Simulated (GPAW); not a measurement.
Input and output of a self-consistent single point for PdPt3 (I4mm, 4 atoms in the cell) (GPAW).

Method: PBEsol, GPAW PAW datasets PBEsol (made by gpaw-setup) (plane waves; GPAW).

```yaml
crystal:
  lattice:
    - [-1.97785, 1.97785, 3.92748]
    - [1.97785, -1.97785, 3.92748]
    - [1.97785, 1.97785, -3.92748]
  atoms:
    - { symbol: Pd, position: [0.00636, 0.00636, 0.00000] }
    - { symbol: Pt, position: [0.75000, 0.25000, 0.50000], spin: 1.0 }
    - { symbol: Pt, position: [0.25000, 0.75000, 0.50000], spin: 1.0 }
    - { symbol: Pt, position: [0.50000, 0.50000, 0.00000], spin: 1.0 }
```
(The spins are starting values, not results.)

Reference input (self-consistent single point, DFT PBEsol, plane waves, GPAW PAW datasets PBEsol (made by gpaw-setup)): spinpol = true; mode = pw; ecut = 550 eV; xc = PBEsol; kpts = 5 5 5; mesh shift (steps) = 0 0 0; occupations.name = fermi-dirac; occupations.width = 0.1 eV; nbands = -8; convergence.density = 1e-05 e/electron; convergence.energy = 1e-05 eV/electron; symmetry.symmorphic = false. This run's input differs from it in these lines:

```diff
@@ -19,3 +19,3 @@
             xc='PBEsol',
-            kpts=(5, 5, 5),
+            kpts={'size': (6, 6, 6), 'gamma': True},
             occupations={'name': 'fermi-dirac', 'width': 0.1},
```

Log, with long lists cut:

```
     iter     time        total  log10-change:  magmom
                         energy   eigst   dens
iter:   1 --:--:--   -32.639054                   +2.9923
iter:   2 --:--:--   -31.771734   -1.21  -1.19    +1.6871
iter:   3 --:--:--   -29.288386   -0.22  -1.21    +0.5287
iter:   4 --:--:--   -26.669700   -1.08  -1.41    +0.3727
iter:   5 --:--:--   -26.579254   -2.91  -1.88    +0.3167
   [... 3 lines left out ...]
iter:   9 --:--:--   -26.514190   -4.18  -2.92    -0.0023
iter:  10 --:--:--   -26.515582   -4.14  -3.05    -0.0026
iter:  11 --:--:--   -26.514187   -4.37  -2.99    -0.0020
   [... lines left out ...]
iter:  16 --:--:--   -26.514048c  -6.30  -3.94    +0.0000
iter:  17 --:--:--   -26.514054c  -6.94  -4.13    +0.0000
iter:  18 --:--:--   -26.514061c  -6.77  -4.24    +0.0000
iter:  19 --:--:--   -26.514064c  -7.69c -4.40    +0.0000
iter:  20 --:--:--   -26.514070c  -7.57c -4.42    +0.0000
iter:  21 --:--:--   -26.514066c  -7.92c -4.53    +0.0000
iter:  22 --:--:--   -26.514067c  -8.45c -4.58    +0.0000
iter:  23 --:--:--   -26.514069c  -7.70c -4.59    -0.0000
iter:  24 --:--:--   -26.514066c  -8.81c -4.90    -0.0000
iter:  25 --:--:--   -26.514062c  -8.20c -4.96    -0.0000
iter:  26 --:--:--   -26.514064c  -9.56c -5.30c   -0.0000
Converged after 26 iterations.

Dipole moment: (-0.000000, -0.000000, -1.031012) |e|*Ang

Total magnetic moment: (0.000000, 0.000000, -0.000000)
Local magnetic moments:
   0 Pd ( 0.000000,  0.000000,  0.000000)
   1 Pt ( 0.000000,  0.000000, -0.000000)
   2 Pt ( 0.000000,  0.000000, -0.000000)
   3 Pt ( 0.000000,  0.000000, -0.000000)

Energy contributions relative to reference atoms: (reference = -1637867.373189)

Kinetic:        -40.147246
Potential:      +27.930546
External:        +0.000000
XC:             -12.352098
Entropy (-ST):   -0.234694
Local:           -1.827919
SIC:             +0.000000
--------------------------
Free energy:    -26.631411
Extrapolated:   -26.514064

Spin contamination: 0.000000 electrons
Showing only first 2 kpts
                      Up                     Down
   [... lines left out ...]
Fermi level: 10.87157
No gap
   [... lines left out ...]
Energy (eV): -26.514064

Forces in eV/Ang:
  0 Pd    0.00000    0.00000   -0.44244
  1 Pt    0.00000   -0.00000    0.25426
  2 Pt   -0.00000    0.00000    0.25426
  3 Pt    0.00000    0.00000   -0.06594

Stress tensor:
     0.046358     0.000000    -0.000000
     0.000000     0.046358     0.000000
    -0.000000     0.000000     0.042393
Stress (GPa, Voigt): [ 7.4274  7.4274  6.7921  0.     -0.      0.    ]
```

The run converged in 26 iterations. GPAW prints stress with tension positive. Against the reference run the free energy falls by 5.0 meV/atom, the pressure goes from -6.91 to -7.22 GPa and the largest force goes from 0.426 to 0.442 eV/Å.

The starting cell comes from a database of computed structures (which also holds hypothetical and non-ambient phases and stackings), without a prior relaxation at this level. Its lattice was rescaled by up to half a per cent. One atom was moved a little off its site on purpose. The starting moments vanished: the run ended non-magnetic. With a pressure of about -7 GPa the cell is away from its equilibrium volume at this level.

Cost on one core of a shared machine: roughly 3 min.
